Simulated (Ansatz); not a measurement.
Data:

```
CELL_PARAMETERS angstrom
      3.95987     0.00000     0.00000
      0.00000     3.95987     0.00000
      0.00000     0.00000     4.10027
ATOMIC_POSITIONS crystal
  Ti 0.50000 0.50000 0.45131
  Ba 0.00000 0.00000 0.93344
  O  0.50000 0.50000 0.89663
  O  0.50000 0.00000 0.41231
  O  0.00000 0.50000 0.41231
```

No spin polarisation.

Level of theory: r2SCAN (Ansatz, a first-principles code), scalar-relativistic without spin-orbit coupling. k-mesh 8×8×8 (Γ-centred); smearing 0.05 eV (Fermi–Dirac).

Task: What is the computed band gap?

Result: 2.24 eV.

Task: What is the computed space group?

Result: P4mm (No. 99).

The cells carry an imposed strain or load. Stability against distortions was not tested. The final runs are not spin-polarised. The cell was made from BaTiO3 (space group P4mm, No. 99) by this change: isotropic strain −0.31 %.
